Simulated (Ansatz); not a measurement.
Converging the k-point mesh: a (001) slab of Al (cut from a parent of space group no. 225; 4 atoms in the cell)

```xyz
4
Lattice="2.8724 0.0000 0.0000 -2.8724 2.8724 0.0000 0.0000 0.0000 20.0933" Properties=species:S:1:pos:R:3 pbc="T T T"
Al     0.0000     0.0000     9.0311
Al    -1.4362     1.4362     7.0000
Al     0.0000     0.0000    13.0933
Al    -1.4362     1.4362    11.0622
```

Level of theory: PBEsol, default PAW files made with PBE (plane waves; Ansatz, a program for electronic structure).

Base settings: basis.ecutwfc = 30.9 Ry; kpoints.mp_grid.grid = 15 15 1; hamiltonian.xc = pbesol; hamiltonian.pseudopotentials = {kind: paw} (the program's default PAW files); scf.occupations.method = gaussian; scf.occupations.width = 0.0073 Ry.

Only quantities that move along the ladder and can be compared are tabulated.

The count of work is k-points × plane waves × bands × iterations; it is no time. 

The starting cell has typed, rounded lattice constants, without a prior relaxation at this level. The slab is cut from that crystal, and its faces are unrelaxed. Its lattice was rescaled by up to half a per cent.

```tsv
kpoints.mp_grid.grid	free energy less the last step's (meV/atom)	largest difference of a force vector from the last step's (eV/Å)	count of work / last
3 3 1	279.98	0.669	0.019
4 4 1	79.74	0.721	0.035
5 5 1	-21.72	0.371	0.030
6 6 1	-19.00	0.298	0.043
7 7 1	-2.78	0.178	0.051
9 9 1	9.73	0.119	0.065
10 10 1	9.15	0.152	0.091
12 12 1	-3.23	0.113	0.12
14 14 1	7.86	0.089	0.18
15 15 1	-4.87	0.093	0.16
16 16 1	-3.50	0.064	0.19
19 19 1	-0.23	0.086	0.24
22 22 1	2.82	0.025	0.34
26 26 1	-0.11	0.028	0.45
30 30 1	-0.05	0.031	0.59
35 35 1	-0.36	0.020	0.74
41 41 1	0.00	0.000	1.0
```

Coarsest kpoints.mp_grid.grid that holds the free energy within 2 meV/atom of the last step, with all finer ones: 26 26 1; the step before is off by 2.8 meV/atom.

Coarsest kpoints.mp_grid.grid that holds the forces within 0.01 eV/Å: not settled: the last two steps still differ by 0.020 eV/Å, over half the tolerance, so the ladder does not show it.

Two neighbours can agree and both be off: 9 9 1 and 10 10 1 differ by 0.58 meV/atom in the free energy, yet lie about 9.1 meV/atom from the last step.

Keys are those of Ansatz 0.2.
